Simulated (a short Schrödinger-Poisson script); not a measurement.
System: MOS inversion layer, Al2O3 on p-type Si(100), at 300 K.

From the gate side: 5.7 nm Al2O3; 330 nm Si, acceptors 1.7e18 cm⁻³.

The device is made up for the run: typed textbook-type constants, with dimensions and the other settings drawn at random. Al2O3: permittivity 9, conduction-band edge (eV) 2.7, gap (eV) 6.8, electron mass (mₑ) 0.3. Si: permittivity 11.7, conduction-band edge (eV) 0, gap (eV) 1.124, Nv at 300 K (cm⁻³) 3.1e19.

Channel valleys (confinement mass, in-plane density-of-states mass, number): Δ2 0.916, 0.19, 2; Δ4 0.19, 0.417, 4. At the gate the conduction-band edge of layer 1 lies 3.27 eV − eVg above the Fermi level of the channel; the field vanishes at the back. Gaps are held at their typed values at every temperature. Mesh 0.03 nm at interfaces.

From a short Schrödinger-Poisson script (our own, NumPy): 1D Poisson equation in equilibrium, electrons quantum, Hartree (BenDaniel-Duke, 12 states a valley, the channel's in-plane mass for all, wave functions free to enter the dielectric), parabolic valleys, classical holes, full ionisation, no traps, pinning or gate leakage.

```csv
Vg (V),electrons (cm⁻²),C (μF/cm²),Δ2 E0 (meV from the Fermi level),Δ4 E0 (meV from the Fermi level)
1,1.09e9,0.308,219.5,292.0
1.1,1.82e10,0.355,146.2,220.6
1.2,1.81e11,0.670,86.1,162.4
1.3,6.25e11,0.947,52.7,130.8
1.4,1.22e12,1.06,33.8,113.7
1.5,1.88e12,1.11,20.9,102.5
1.6,2.57e12,1.15,10.9,94.2
1.7,3.28e12,1.17,2.6,87.6
1.8,4.01e12,1.18,-4.5,82.1
1.9,4.74e12,1.19,-10.9,77.3
2,5.48e12,1.20,-16.7,73.1
2.1,6.23e12,1.21,-22.0,69.3
2.2,6.98e12,1.21,-27.1,65.8
2.3,7.74e12,1.22,-31.8,62.5
2.4,8.50e12,1.22,-36.3,59.5
2.5,9.26e12,1.23,-40.7,56.6
2.6,1.00e13,1.23,-44.9,53.9
```

Gate voltages with under 1e9 electrons/cm² are left out.

Problem. At Vg = 2.6 V the lowest Δ2 subband lies at -44.9 meV from the Fermi level. How many electrons does it hold, and what share of all?

Solution. The two-dimensional density of states is g m/(πħ²) = 1.59e11 cm⁻² meV⁻¹ (both spins), kT = 25.9 meV, so n = D kT ln(1 + exp(−E/kT)) = 7.79e12 cm⁻², 0.78 of the 1.00e13 cm⁻² in all.

Problem. Compare the slope of the sheet density between 2.4 and 2.6 V with the geometric capacitance of the layers between gate and channel.

Solution. q Δn/ΔV = 1.20 μF/cm²; ε0/Σ(t/ε) = 1.40 μF/cm². The ratio is 0.86: the channel acts as a further capacitance in series.
